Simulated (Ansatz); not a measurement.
Consider CsSnI₃ in the cubic perovskite structure (space group Pm-3m, No. 221; a = 6.271 Å).

Level of theory: PBE in Ansatz (plane waves to 420 eV, PAW, no SOC).

Base values:

```
Property   Result
--------  -------
Band gap  0.45 eV
```

One thing is altered: an isotropic linear strain of +1.20 %; the atoms relax in the strained cell.

Task: What does the calculation give for the energy relative to the base after the change?

Result: The energy grows by 1.8 meV/atom.

Task: What does the calculation give for the band gap after the change?

Result: The band gap grows by 0.15 eV (0.45 eV → 0.60 eV).

Spin-orbit coupling, missing from the scalar runs, can matter with I. No phonon test of stability was made. Many cubic perovskites are stable only at high temperature; tilts and polar distortions were not tested.

Ansatz is a program for electronic structure.
